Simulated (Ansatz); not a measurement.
Data:

```
Zr
1.0
    3.24877     0.00000     0.00000
   -1.62438     2.81352     0.00000
    0.00000     0.00000     5.03054
Zr
2
Cartesian
  0.00000   1.87568   1.25763
  1.62438   0.93784   3.77290
```

Level of theory: PBEsol, DFPT electron-phonon coupling, linearised Boltzmann equation (plane waves, PAW, scalar-relativistic; Ansatz, a first-principles code). Condition of this run: biaxial stress xx = yy = -3 GPa (compression positive) (the target of the relaxation). How the cell was made: relaxed with this functional, without spin-orbit coupling, then loaded as said.

Problem. Estimate the phonon-limited resistivity at 300 K, by direction if it differs.

Solution. 56 (x), 56 (y), 51 (z) μΩ·cm.

Problem. How long is the mean free path there?

Solution. 3.0 (x), 3.0 (y), 2.8 (z) nm, weighted by the current that each state carries. Wires not much wider than this gain resistivity from their walls.

A metal at this level (no band gap). Only scattering by harmonic phonons is included (no impurities, grain boundaries, electron-electron scattering or thermal expansion). Spin-orbit coupling is left out. Halving the electron mesh (28x28x16) moves the resistivity by up to 7 % at 300 K, the mean free path by up to 5 %. Smearing 0.20 eV; phonons on a 5x5x3 q mesh, which this run doesn't test.
